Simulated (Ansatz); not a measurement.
# LuF₃ (P-3m1, No. 164, 4 atoms in the cell; start mp-1207204)

Level of theory: PBEsol+SOC (plane waves, PAW; Ansatz, a program for electronic structure).

Numerical settings: plane-wave cutoff 520 eV, 12×12×8 k mesh (along the axes of the cell as run), Fermi–Dirac smearing 0.01 eV, PAW data made under PBE.

Cell (relaxed with PBEsol):

```
LuF3
1.0
    3.86160     0.00000     0.00000
   -1.93080     3.34424     0.00000
    0.00000     0.00000     4.26053
Lu F
1 3
Direct
  0.00000   0.00000   0.50000
  0.33333   0.66667   0.60826
  0.66667   0.33333   0.39174
  0.00000   0.00000   0.00000
```

```json
{
  "band_gap": "6.26 eV (indirect)",
  "smallest_direct_gap_on_the_k_points_sampled": "6.36 eV"
}
```

Static lattice: no zero-point or thermal effects.

Cost on a shared machine: about 2.6 core-minutes (a rough figure).

A start named mp-… is a Materials Project structure, which need not be a measured phase.
